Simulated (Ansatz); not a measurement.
K2S: response to strain

Base system: K₂S in the anti-fluorite structure (space group Fm-3m, No. 225; a = 7.3360 Å). Axes: x, y, z lie along the cube axes.

Strains are applied to the cell and any free atomic positions relax; under biaxial strain the out-of-plane vector relaxes too.

Method: PBEsol (Ansatz, a quantum-chemistry and plane-wave program, PAW, no spin-orbit coupling).

Candidates:
(a) biaxial strain −3.00 %, plane normal [001], relaxed out of plane
(b) biaxial strain −2.50 %, plane normal [001], relaxed out of plane
(c) biaxial strain +3.00 %, plane normal [001], relaxed out of plane
(d) biaxial strain +2.50 %, plane normal [001], relaxed out of plane
(e) biaxial strain +2.00 %, plane normal [001], relaxed out of plane

Question: Order them by out-of-plane strain, highest first.

Answer: (a) biaxial strain −3.00 %, plane normal [001], relaxed out of plane (+2.11 %), (b) biaxial strain −2.50 %, plane normal [001], relaxed out of plane (+1.75 %), (e) biaxial strain +2.00 %, plane normal [001], relaxed out of plane (-1.25 %), (d) biaxial strain +2.50 %, plane normal [001], relaxed out of plane (-1.55 %), (c) biaxial strain +3.00 %, plane normal [001], relaxed out of plane (-1.84 %)

Whether these cells are dynamically stable was not tested.
